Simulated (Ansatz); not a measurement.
Base system: BeTe in the zinc blende structure (space group F-43m, No. 216; a = 5.657 Å). Axes: x, y, z lie along the cube axes.

Computed with plane-wave PAW DFT at the r2SCAN level (Ansatz, an electronic-structure program, 500 eV), no spin-orbit coupling.

Before the change:

| Item | Result |
|---|---|
| Band gap | 2.37 eV |
| Valence-band top at Γ | 0.00, 0.00, 0.00 eV |

It is then changed as follows: the cell is compressed by 2.50 % along z with no lateral relaxation, atoms relaxed at fixed cell.

Problem. Estimate the effect on the band gap.

Solution. The band gap shrinks by 0.27 eV to 2.10 eV.

Problem. What does the calculation give for the valence-band top at Γ after the change?

Solution. The valence-band top at Γ (three highest levels, from the VBM) becomes 0.00, -0.14, -0.14 eV (base: 0.00, 0.00, 0.00 eV).

Problem. What does the calculation give for the energy relative to the base after the change?

Solution. The energy rises by 4.6 meV/atom.

Problem. Predict the new hole mass.

Solution. The hole mass comes out as 0.21 mₑ along z, 0.32 mₑ across (at Γ).

Problem. Estimate the effect on the stress.

Solution. The stress (xx, yy, zz, yz, xz, xy; compression positive) amounts to (1.07, 1.07, 2.62, 0.00, 0.00, 0.00) GPa.

With Te present, leaving out spin-orbit coupling can change the band edges. The cells carry an imposed strain or load. Effective masses come from finite differences of ±0.01 Å⁻¹. Stability against distortions was not tested.
